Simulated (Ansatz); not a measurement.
## MgTe: response to strain

The reference is MgTe in the wurtzite structure (space group P6_3mc, No. 186; a = 4.509 Å, c = 7.338 Å). Axes: x lies along a and z along c of the hexagonal cell.

Strains are applied to the cell and any free atomic positions relax; under biaxial strain the out-of-plane vector relaxes too.

All numbers come from Kohn–Sham DFT with the LDA functional, run in Ansatz (an electronic-structure program) with PAW and 420 eV plane waves, no SOC.

```json
[
 {"biaxial strain, plane normal [001], relaxed out of plane (%)": "-3", "out-of-plane strain (%)": "2.74"},
 {"biaxial strain, plane normal [001], relaxed out of plane (%)": "-2.4", "out-of-plane strain (%)": "?"},
 {"biaxial strain, plane normal [001], relaxed out of plane (%)": "-1.8", "out-of-plane strain (%)": "1.66"},
 {"biaxial strain, plane normal [001], relaxed out of plane (%)": "-1.2", "out-of-plane strain (%)": "1.11"},
 {"biaxial strain, plane normal [001], relaxed out of plane (%)": "-0.6", "out-of-plane strain (%)": "0.56"},
 {"biaxial strain, plane normal [001], relaxed out of plane (%)": "0", "out-of-plane strain (%)": "0.00"}
]
```

Question: Fit ε⊥ = −νε + γε² (strains in %) to the rows shown and predict the withheld row.

Answer: Least squares on the printed values gives ν = 0.93 (the biaxial Poisson response) and γ = -0.007 (largest residual 0.00 %); this predicts 2.20 %, and the run gives 2.20 %, in agreement.

Stability against distortions was not tested.
